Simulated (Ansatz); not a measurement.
## Pressure series in C

Consider C in the diamond structure (space group Fd-3m, No. 227).

```xyz
2
Lattice="0.0000 1.7801 1.7801 1.7801 0.0000 1.7801 1.7801 1.7801 0.0000" Properties=species:S:1:pos:R:3 pbc="T T T"
C      0.0000     0.0000     0.0000
C      0.8901     0.8901     0.8901
```

Cell and atoms are relaxed at each pressure.

Computed with Kohn–Sham DFT with the r2SCAN functional, run in Ansatz (a first-principles code) with PAW and 500 eV plane waves, no spin-orbit coupling.

Two rows of this table had their results exchanged by mistake.

```
pressure          volume per atom (Å³)  shortest distance (Å)  band gap
----------------  --------------------  ---------------------  --------
pressure −2 GPa                   5.63                  1.541   4.37 eV
pressure −1 GPa                   5.65                  1.543   4.36 eV
pressure 0.3 GPa                  5.64                  1.541   4.36 eV
pressure 0.7 GPa                  5.67                  1.544   4.35 eV
pressure 1.5 GPa                  5.62                  1.540   4.37 eV
pressure 3 GPa                    5.60                  1.538   4.38 eV
pressure 5 GPa                    5.58                  1.536   4.39 eV
pressure 7.5 GPa                  5.55                  1.533   4.40 eV
pressure 10 GPa                   5.52                  1.531   4.41 eV
```

Task: Which two?

Result: The rows for pressure −2 GPa and pressure 0.7 GPa: the volume has to fall steadily with pressure, so 5.67 Å³ belongs to pressure −2 GPa and 5.63 Å³ to pressure 0.7 GPa.

Load acts through the strain it causes; cell and atoms are relaxed under it. Whether these cells are dynamically stable was not tested. No other phases were tried under pressure.
